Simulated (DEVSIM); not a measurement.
Structure: illuminated Si n-on-p cell, one wavelength, at 300 K.

```tsv
layer (left to right)	material	thickness (μm)	Nd (cm⁻³)	Na (cm⁻³)	τn (s)	τp (s)	absorption coefficient (cm⁻¹)
1	Si	0.0660	1.1e18	-	7.8e-5	2.5e-5	1800
2	Si	75.0	-	4.5e15	0.00065	0.00065	1800
```

Left contact: ohmic, minority hole recombination velocity 2000 cm/s. Right contact: ohmic, minority electron recombination velocity 200 cm/s. Voltage is applied to the left contact. Recombination: SRH at mid-gap, radiative, Auger. Light enters at the left, 4.5e16 photons cm⁻² s⁻¹, one pass, no reflection. Mobility is μmin + (μ − μmin)/(1 + (N/Nref)^α).

This is a model device: material constants are rounded textbook-type values typed into the input, and sizes, dopings and lifetimes were drawn at random. Values at 300 K.

```csv
parameter,Si
gap (eV),1.124
affinity (eV),4.05
permittivity,11.7
Nc (cm⁻³),2.86e19
Nv (cm⁻³),3.1e19
μn (cm²/Vs),1417
μp (cm²/Vs),470
"μn,min",52
"μp,min",45
"Nref,n",9.7e16
"Nref,p",2.2e17
αn,0.68
αp,0.72
B (cm³/s),4.7e-15
Cn (cm⁶/s),2.8e-31
Cp (cm⁶/s),9.9e-32
```

DEVSIM, 1D drift-diffusion, Boltzmann statistics, complete ionisation; no tunnelling, impact ionisation, image-force lowering or self-heating.

Task: Give the dark reverse current.

Result: 
```csv
V (V),J (A/cm²)
0.04,4.7e-12
0.10,8.9e-12
0.20,1.4e-11
0.30,1.9e-11
0.40,2.3e-11
0.60,3.1e-11
0.80,3.8e-11
1.00,4.5e-11
1.30,5.3e-11
1.60,6.1e-11
2.00,7.1e-11
```
